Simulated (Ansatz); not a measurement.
The starting structures come from a database of crystals and need not be the phases stable at ambient conditions.

Consider the following.

```yaml
crystal:
  lattice:
    - [3.55329, 0.00000, 0.00000]
    - [0.00000, 6.21730, 0.00000]
    - [1.77665, 0.00000, 3.07724]
  atoms:
    - { symbol: Sr, position: [0.33333, 0.75000, 0.33333] }
    - { symbol: Sr, position: [0.66667, 0.25000, 0.66667] }
    - { symbol: O, position: [0.00000, 0.00000, 0.00000] }
    - { symbol: O, position: [0.00000, 0.50000, 0.00000] }
```

Space group of this cell: P6_3/mmc, NiAs type. The cell is taken as given.

Transport runs along the normal of the first two printed cell vectors, the (100) plane of the conventional cell.

The gap is the functional's own. No spin-orbit coupling. Mid-gap values are interpolated on the energy grid.

Question: Compute, with Ansatz (a quantum-chemistry and plane-wave program) with r2SCAN, the band gap and the smallest decay constant κ at mid-gap.

Answer: Gap 3.53 eV on a 10×6×10 mesh; κ = 0.335 1/Å, at the zone centre.
